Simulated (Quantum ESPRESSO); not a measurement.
The steps of a band-structure calculation for BaS (Fm-3m, 2 atoms in the cell) with Quantum ESPRESSO.

Method: LDA (PZ), PSlibrary ultrasoft (LDA) pseudopotentials (plane waves; Quantum ESPRESSO).

Step 1 (scf):

```fortran
&control
 calculation = 'scf',
 prefix = 'run',
 outdir = './tmp',
 pseudo_dir = './',
 tprnfor = .true.,
 tstress = .true.,
/
&system
 ibrav = 0,
 nat = 2,
 ntyp = 2,
 ecutwfc = 45,
 ecutrho = 270,
 occupations = 'fixed',
 nbnd = 10,
/
&electrons
 conv_thr = 1.0d-9,
 mixing_beta = 0.7,
/
ATOMIC_SPECIES
Ba   137.3270  Ba.pz-spn-rrkjus_psl.1.0.0.UPF
S     32.0600  S.pz-n-rrkjus_psl.1.0.0.UPF
ATOMIC_POSITIONS crystal
Ba    0.000000000    0.000000000    0.000000000
S     0.500000000    0.500000000    0.500000000
K_POINTS automatic
6 6 6  0 0 0
CELL_PARAMETERS bohr
   0.000000000     6.216335345     6.216335345
   6.216335345     0.000000000     6.216335345
   6.216335345     6.216335345     0.000000000
```

Step 2 (bands):

```fortran
&control
 calculation = 'bands',
 prefix = 'run',
 outdir = './tmp',
 pseudo_dir = './',
 verbosity = 'high',
/
&system
 ibrav = 0,
 nat = 2,
 ntyp = 2,
 ecutwfc = 45,
 ecutrho = 270,
 occupations = 'fixed',
 nbnd = 15,
/
&electrons
 conv_thr = 1.0d-9,
 startingwfc = 'random',
 diago_thr_init = 1.0d-6,
 diagonalization = 'cg',
/
ATOMIC_SPECIES
Ba   137.3270  Ba.pz-spn-rrkjus_psl.1.0.0.UPF
S     32.0600  S.pz-n-rrkjus_psl.1.0.0.UPF
ATOMIC_POSITIONS crystal
Ba    0.000000000    0.000000000    0.000000000
S     0.500000000    0.500000000    0.500000000
K_POINTS crystal_b
12
  0.00000000   0.00000000   0.00000000  10  ! G
  0.50000000   0.00000000   0.50000000   5  ! X
  0.50000000   0.25000000   0.75000000   3  ! W
  0.37500000   0.37500000   0.75000000  10  ! K
  0.00000000   0.00000000   0.00000000   8  ! G
  0.50000000   0.50000000   0.50000000   6  ! L
  0.62500000   0.25000000   0.62500000   3  ! U
  0.50000000   0.25000000   0.75000000   7  ! W
  0.50000000   0.50000000   0.50000000   6  ! L
  0.37500000   0.37500000   0.75000000   1  ! K
  0.62500000   0.25000000   0.62500000   3  ! U
  0.50000000   0.00000000   0.50000000   1  ! X
CELL_PARAMETERS bohr
   0.000000000     6.216335345     6.216335345
   6.216335345     0.000000000     6.216335345
   6.216335345     6.216335345     0.000000000
```

Step 3 (bands.x):

```fortran
&bands
 prefix = 'run',
 outdir = './tmp',
 filband = 'bands.dat',
 lsym = .false.,
/
```

Output of bands (abridged):

```
     file Ba.pz-spn-rrkjus_psl.1.0.0.UPF: wavefunction(s)  5S 6S renormalized

     Atomic positions and unit cell read from directory:
     ./tmp/run.save/

     Message from routine setup:
     using ibrav=0 with symmetry is DISCOURAGED, use correct ibrav instead
     G-vector sticks info
     --------------------
     sticks:   dense  smooth     PW     G-vecs:    dense   smooth      PW
   [... lines left out ...]
     unit-cell volume          =     480.4335 (a.u.)^3
   [... lines left out ...]
         1        Ba     tau(   1) = (  0.0000000  0.0000000  0.0000000  )
         2        S      tau(   2) = (  0.5000000  0.5000000  0.5000000  )

     number of k points=    63
                       cart. coord. in units 2pi/alat
        k(    1) = (   0.0000000   0.0000000   0.0000000), wk =   0.0317460
        k(    2) = (   0.0000000   0.0707107   0.0000000), wk =   0.0317460
        k(    3) = (   0.0000000   0.1414214   0.0000000), wk =   0.0317460
   [... 60 lines left out ...]

     Dense  grid:    35845 G-vectors     FFT dimensions: (  45,  45,  45)

     Smooth grid:    19603 G-vectors     FFT dimensions: (  40,  40,  40)

     The potential is recalculated from file :
     ./tmp/run.save/charge-density

     Band Structure Calculation
     CG style diagonalization

     ethr =  1.00E-06,  avg # of iterations = 27.2

     End of band structure calculation

          k = 0.0000 0.0000 0.0000 (  2445 PWs)   bands (ev):

   -21.5688  -6.5623  -6.5623  -6.5623  -5.3839   4.7967   4.7967   4.7967
     7.7060   8.5067   8.5067   8.5067   9.3959   9.3959  12.9424

          k = 0.0000 0.0707 0.0000 (  2433 PWs)   bands (ev):

   -21.5678  -6.6009  -6.5658  -6.5658  -5.3379   4.6502   4.7823   4.7823
     7.8267   8.4398   8.5878   8.5878   9.4162   9.5531  13.0705

   [... 61 blocks of this kind left out ...]
```

Output of bands.x (abridged):

```
     Reading xml data from directory:

     ./tmp/run.save/
     file Ba.pz-spn-rrkjus_psl.1.0.0.UPF: wavefunction(s)  5S 6S renormalized

     G-vector sticks info
     --------------------
     sticks:   dense  smooth     PW     G-vecs:    dense   smooth      PW
     Sum        1417     955    283                35845    19603    3119

     Reading collected, re-writing distributed wavefunctions
     high-symmetry point:  0.0000 0.0000 0.0000   x coordinate   0.0000
     high-symmetry point:  0.0000 0.7071 0.0000   x coordinate   0.7071
     high-symmetry point:  0.3536 0.7071 0.0000   x coordinate   1.0607
     high-symmetry point:  0.5303 0.5303 0.0000   x coordinate   1.3107
     high-symmetry point:  0.0000 0.0000 0.0000   x coordinate   2.0607
     high-symmetry point:  0.3536 0.3536 0.3536   x coordinate   2.6730
     high-symmetry point:  0.1768 0.7071 0.1768   x coordinate   3.1060
     high-symmetry point:  0.3536 0.7071 0.0000   x coordinate   3.3560
     high-symmetry point:  0.3536 0.3536 0.3536   x coordinate   3.8560
     high-symmetry point:  0.5303 0.5303 0.0000   x coordinate   4.2891
     high-symmetry point:  0.1768 0.7071 0.1768   x coordinate   4.2891
     high-symmetry point:  0.0000 0.7071 0.0000   x coordinate   4.5391

     Plottable bands (eV) written to file bands.dat.gnu
     Bands written to file bands.dat

   JOB DONE.
```

The gap along the path is 2.07 eV.

The starting cell comes from a database of computed structures (which also holds hypothetical and non-ambient phases and stackings), without a prior relaxation at this level. Its lattice was rescaled by a random factor within 2.5 % of one.
